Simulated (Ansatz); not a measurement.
Worked example: relaxation of cell and atoms of SnAu (P6_3/mmc, 4 atoms in the cell) in Ansatz (an electronic-structure program).

Level of theory: LDA (PW92), PAW files made with PBE (plane waves; Ansatz).

```
CELL_PARAMETERS angstrom
      4.35623     0.00000     0.00000
     -2.17812     3.77261     0.00000
      0.00000     0.00000     5.58785
ATOMIC_POSITIONS crystal
  Sn 0.66667 0.33333 0.75000
  Sn 0.33333 0.66667 0.25000
  Au 0.00000 0.00000 0.50000
  Au 0.00000 0.00000 0.00000
```

Reference input (self-consistent single point, DFT, LDA (PW92), plane waves, PAW files made with PBE): kpoints.mp_grid.grid = 9 9 6; hamiltonian.xc = lda; hamiltonian.pseudopotentials = {kind: paw} (an earlier, softer set of the program's PAW files); scf.occupations.method = fermi_dirac; scf.occupations.width = 0.1 eV. This run's input differs from it in these lines:

```diff
@@ -18,2 +18,4 @@
   occupations: { method: fermi_dirac, width: 0.1 eV }
+relax:
+  cell: {}
 output:
```

Log, with long lists cut:

```
   [... SCF lines of the steps left out ...]
relax step   1: F+E_penalty+E_count = -37492.75804369 eV  Δ(F+E_penalty+E_count) = +0.000e0 eV  max|allowed force component| = 2.660e-17 eV/Å  Δτ_max = 0.0000 Å  P = -4.012 GPa  Ω = 91.833 Å³  (9 SCF iters, dr2 threshold 1.00e-7 eV, accepted)
relax step   2: F+E_penalty+E_count = -37492.71409982 eV  Δ(F+E_penalty+E_count) = +4.394e-2 eV  max|allowed force component| = 2.776e-17 eV/Å  Δτ_max = 0.0000 Å  P = +6.804 GPa  Ω = 82.831 Å³  energy of the carried Pulay correction = +1.398e-3 eV  [...]
   [... lines left out ...]
relax step   4: F+E_penalty+E_count = -37492.81283848 eV  Δ(F+E_penalty+E_count) = -1.076e-3 eV  max|allowed force component| = 7.170e-17 eV/Å  Δτ_max = 0.0000 Å  P = -0.014 GPa  Ω = 87.747 Å³  energy of the carried Pulay correction = +6.164e-4 eV  [...]
relax step   5: F+E_penalty+E_count = -37492.81222103 eV  Δ(F+E_penalty+E_count) = +6.174e-4 eV  max|allowed force component| = 4.836e-17 eV/Å  Δτ_max = 0.0000 Å  P = -0.015 GPa  Ω = 87.747 Å³  stress off target by 2.34e-2 GPa  SCF on the basis [...]
basis re-selected at this cell: Δ(F+E_penalty+E_count) = +6.174e-4 eV, ΔP = -0.001 GPa vs the last step
the relaxation is at rest under the 24 symmetry operations that the run kept from its start: a minimum is not shown …
Free energy (F): -37492.812221 eV
Internal energy: -37492.773597 eV  (E = F + TS)
E sigma→0 (E₀):  -37492.792909 eV
Entropy (-TS):   -0.038624 eV (-9.656 meV/atom)
Fermi energy:    14.590372 eV
--- Forces (eV/Å), atoms counted from 1 ---
  atom   1  Sn    -0.00000000    -0.00000000     0.00000000
   [... zero for the other atoms too ...]
   [... lines left out ...]
  cell:  # Å, volume = 87.7473 Å³
   [... lines left out ...]
  atoms:
    - { symbol: Sn, position: [0.6666666666666665, 0.33333333333333326, 0.7499999999999999] }
    - { symbol: Sn, position: [0.3333333333333332, 0.6666666666666665, 0.24999999999999994] }
    - { symbol: Au, position: [-2.3804197055014017e-34, -2.6588904921761798e-36, 0.4999999999999999] }
    - { symbol: Au, position: [-2.3616167053760875e-34, 4.785952028739806e-36, -4.118046071574423e-84] }
```

The run converged. 

Summary of the result:
- Free energy E − TS (on the zero of these files) = -37492.8122 eV
- Fermi level (on the code's own zero) = 14.59 eV
- Pressure = -0.02 GPa
- Final cell = a = 4.2931 Å, b = 4.2931 Å, c = 5.4974 Å, α = 90.00°, β = 90.00°, γ = 120.00°
- Final volume per atom = 21.94 Å³
- Relaxation steps = 5

The starting cell comes from a database of computed structures (which also holds hypothetical and non-ambient phases and stackings), without a prior relaxation at this level. Its lattice was rescaled by a random factor within 2.5 % of one. The relaxation keeps the symmetry of its start, so its end need not be a minimum. Ansatz's pressure includes its estimate of the finite-basis (Pulay) stress.

Cost on one core of a shared machine: roughly 50 s.

Keys are those of Ansatz 0.2.
